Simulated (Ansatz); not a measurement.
A computed series for Al2O3: pressure series

Consider Al2O3 (space group Cmc2_1, No. 36; a = 9.7051 Å, b = 5.5304 Å, c = 4.9406 Å; a cell from a computed database, its experimental status unchecked).

Cell and atoms are relaxed at each pressure.

The values are results of DFT with PBEsol, PAW potentials and a 420 eV plane-wave cutoff in Ansatz (an electronic-structure program), no spin-orbit coupling, not measurements.

Computed cases, in order: 0 GPa (base); pressure 0.3 GPa; pressure 0.7 GPa; pressure 1.5 GPa; pressure 3 GPa; pressure 5 GPa; pressure 7.5 GPa; pressure 10 GPa.

Question: Between which two neighbouring cases does the gap turn between direct and indirect?

Answer: Between pressure 5 GPa (4.45 eV, direct at Γ) and pressure 7.5 GPa (4.53 eV, indirect, k = (0.143, -0.143, 0.429) in the run's primitive reciprocal basis → Γ). The whole series: 0 GPa (base): 4.18 eV, direct at Γ; pressure 0.3 GPa: 4.20 eV, direct at Γ; pressure 0.7 GPa: 4.22 eV, direct at Γ; pressure 1.5 GPa: 4.26 eV, direct at Γ; pressure 3 GPa: 4.35 eV, direct at Γ; pressure 5 GPa: 4.45 eV, direct at Γ; pressure 7.5 GPa: 4.53 eV, indirect, k = (0.143, -0.143, 0.429) in the run's primitive reciprocal basis → Γ; pressure 10 GPa: 4.55 eV, indirect, k = (0.143, -0.143, 0.429) in the run's primitive reciprocal basis → Γ.

Load acts through the strain it causes; cell and atoms are relaxed under it. Stability against distortions was not tested. Competing high-pressure phases were not computed.
